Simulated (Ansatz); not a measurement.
The reference is MgCu2 in the cubic Laves (MgCu2 type) structure (space group Fd-3m, No. 227; a = 6.934 Å). Axes: x, y, z lie along the cube axes.

Computed with plane-wave PAW DFT at the PBEsol level (Ansatz, a quantum-chemistry and plane-wave program, 420 eV), no spin-orbit coupling.

For the base:

The volume per atom comes out as 13.89 Å³. The pressure is 0.0 GPa.

The change: biaxial strain +0.69 %, plane normal [001], relaxed out of plane (Cartesian); in-plane vectors clamped, the third vector and the atoms free.

Q: Predict the new volume per atom, energy relative to the base and pressure.

A: The volume per atom goes up by 0.09 Å³, from 13.89 Å³ to 13.98 Å³; the energy rises by 0.6 meV/atom; the pressure (mean of the normal stresses, compression positive) goes from zero to -0.7 GPa.

Without a gap, meshes like the base's 12×12×12 leave anisotropic stresses uncertain by several tenths of a GPa, and small strain energies with them. No phonon test of stability was made. The final runs are not spin-polarised.
